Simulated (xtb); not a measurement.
xtb 6.7.1, GFN2-xTB: Sr(Br)(NMe2)(OH2)2 (C[N](C)[Sr](<-[OH2])(<-[OH2])[Br]), 17 atoms. The geometry is a generated start, not checked to be a minimum at this level.

```json
{
  "method": "GFN2-xTB",
  "--acc": "1 (default)",
  "--etemp (K)": "300 (default)",
  "detailed input (--input)": "none: ANC optimiser, Lindh (1995) Hessian, microcycle=20, maxdispl=1.0, hlow=0.01 (default)",
  "basis_functions": "50",
  "valence_electrons": "44"
}
```

```xyz
17

Sr     0.0674     0.2841    -1.7841
Br     2.0068     2.2647    -1.6435
N      0.1654    -0.8589     0.3256
C      0.0589     0.0740     1.4144
C      1.2651    -1.7604     0.5496
H     -0.0413    -0.4582     2.3705
H      0.9450     0.7346     1.5070
H     -0.8302     0.6951     1.2744
H      2.2458    -1.2482     0.5944
H      1.1390    -2.2876     1.5066
H      1.2983    -2.5066    -0.2495
O     -1.1277     2.7936    -0.9102
H     -0.2838     3.2605    -1.0089
H     -1.6165     3.2539    -0.2205
O     -1.7227    -1.1411    -1.5221
H     -1.2193    -1.2319    -0.6706
H     -2.3502    -1.8675    -1.5331
```

The structure is relaxed from this start with --opt LEVEL for the levels crude, sloppy, loose, lax, normal, tight, vtight, extreme, once each. Up to the end of the extreme run atoms move by at most 0.73 Å along an axis.

### Question
Which level is enough to come within 5 meV of the tightest end point?

### Answer
normal: 18 cycles against 74, ending 2.9 meV above.

```csv
level,cycles,energy above the extreme run (meV),gradient norm (eV/Å)
crude,1,9.6,0.082
sloppy,1,9.6,0.082
loose,1,9.6,0.082
lax,1,9.6,0.082
normal,18,2.9,0.038
tight,32,2.1,0.020
vtight,72,under 0.01,0.0040
extreme,74,—,0.0020
```
